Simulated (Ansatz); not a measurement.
Consider SnSe2 in the CdI2 type structure (space group P-3m1, No. 164; layered, stacked along the Cartesian z axis).

```yaml
crystal:
  lattice:
    - [3.79364, 0.00000, 0.00000]
    - [-1.89682, 3.28539, 0.00000]
    - [0.00000, 0.00000, 5.74382]
  atoms:
    - { symbol: Sn, position: [0.00000, 0.00000, 0.00000] }
    - { symbol: Se, position: [0.33333, 0.66667, 0.27602] }
    - { symbol: Se, position: [0.66667, 0.33333, 0.72398] }
```

Cartesian axes are those of the cell as printed.

The values are results of PBEsol-D3(BJ) (Ansatz, an electronic-structure program; PAW; 420 eV plane waves; no spin-orbit coupling), not measurements.

Strains are applied to the cell and any free atomic positions relax.

One change was made to it. Results:

| quantity | base | after |
|---|---|---|
| band gap | zero | 0.16 eV |
| pressure (mean of the normal stresses, compression positive) | 0.0 GPa | -0.6 GPa |

### Question
Which change produced these results?
A) uniaxial strain ε_zz = +3.00 %
B) uniaxial strain ε_zz = +1.00 %
C) uniaxial strain ε_zz = +2.00 %
D) uniaxial strain ε_zz = −3.00 %
E) uniaxial strain ε_zz = −2.00 %

### Answer
C, uniaxial strain ε_zz = +2.00 %. For comparison, the band gap in the other runs: uniaxial strain ε_zz = −2.00 % gives zero; uniaxial strain ε_zz = +3.00 % gives 0.24 eV; uniaxial strain ε_zz = −3.00 % gives zero; uniaxial strain ε_zz = +1.00 % gives 0.09 eV.

A case with no gap was solved on a k-mesh chosen for an insulator, which is coarse for it. Stability against distortions was not tested. All final runs are without spin polarisation. Gaps under 0.05 eV, about the width of the smearing, are given as zero. A zero or small gap of SnSe2 can be the functional's error rather than a property of the material.
